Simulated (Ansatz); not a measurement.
Problem. Name crystals whose resistivity at 300 K lies between 9.4 and 14.6 μΩ·cm and whose mean free path at 300 K lies between 4.9 and 7.6 nm, by PBEsol, DFPT electron-phonon coupling, linearised Boltzmann equation in Ansatz (a program for electronic structure).

Solution. Many crystals can fit; among those computed here:
- ScPd (Pm-3m): 11.9 μΩ·cm, 7.0 nm
- Re (P6_3/mmc): 12.6 μΩ·cm, 5.6 nm
- Pt3Zn (Pm-3m): 13.7 μΩ·cm, 6.0 nm
- VH₂ (Fm-3m): 11.8 μΩ·cm, 6.2 nm
- ZrRh3 (Pm-3m): 11.5 μΩ·cm, 7.5 nm

Metals; harmonic phonons alone scatter; means over directions. The mean free path is weighted by the current that each state carries. Halving the electron mesh moves these values by up to 6 %; q meshes are mostly untested. Some of the runs warned that the eigensolver left states short of its tolerance. Spin-orbit coupling is left out.

Formula and space group known from diffraction (Crystallography Open Database), not checked to be the room-temperature form: Pt3Zn (Pm-3m), ScPd (Pm-3m), VH2 (Fm-3m), ZrRh3 (Pm-3m). Treated as nonmagnetic (a ferromagnetic start lost its moment, other orders weren't tried): VH2 (Fm-3m). The missing spin-orbit coupling matters most for Pt3Zn (Pm-3m), Re (P6_3/mmc).
